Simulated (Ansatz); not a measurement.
**PBE against r2SCAN: hypothetical cubic perovskite RbSrBr3, biaxial strain +3.86 %, plane normal [111], relaxed out of plane**

The parent structure is RbSrBr3 in the cubic perovskite structure (space group Pm-3m, No. 221; a = 5.9987 Å; a hypothetical phase, not in the database extracts checked). Axes: x, y, z lie along the cube axes.

(Cell as relaxed with PBE.)

Levels (all Ansatz, an electronic-structure program, PAW): PBE (420 eV, without spin-orbit coupling); r2SCAN (500 eV, without spin-orbit coupling).

Each level relaxes its own structure.

```tsv
base	PBE	r2SCAN
volume per atom	43.17 Å³	42.05 Å³
lattice parameter a	11.336 bohr	11.237 bohr
band gap	3.88 eV	4.60 eV
```

It is then changed as follows: biaxial strain +3.86 %, plane normal [111], relaxed out of plane (Cartesian); in-plane vectors clamped, the third vector and the atoms free.

```tsv
quantity	PBE	r2SCAN
smallest direct gap	3.93 eV	___
electron mass	0.42 mₑ out of plane, 0.39 mₑ in plane (at Γ)	___
out-of-plane strain	-4.55 %	___
shortest interatomic distance	5.732 bohr	___
```

Question: Predict the r2SCAN column.

Answer: 
- smallest direct gap, r2SCAN: 4.64 eV
- electron mass, r2SCAN: 0.44 mₑ out of plane, 0.40 mₑ in plane (at Γ)
- out-of-plane strain, r2SCAN: -4.52 %
- shortest interatomic distance, r2SCAN: 5.683 bohr

PBE's smallest direct gap lies 0.71 eV below r2SCAN's; PBE's out-of-plane strain lies 0.03 % below r2SCAN's; PBE's shortest interatomic distance lies 0.0496 bohr above r2SCAN's (0.9 %). Neither level is exact; r2SCAN is the comparison here, not a measurement.

Masses are band curvatures over ±0.01 Å⁻¹ around the edge. Stability against distortions was not tested. Many cubic perovskites are stable only at high temperature; tilts and polar distortions were not tested.
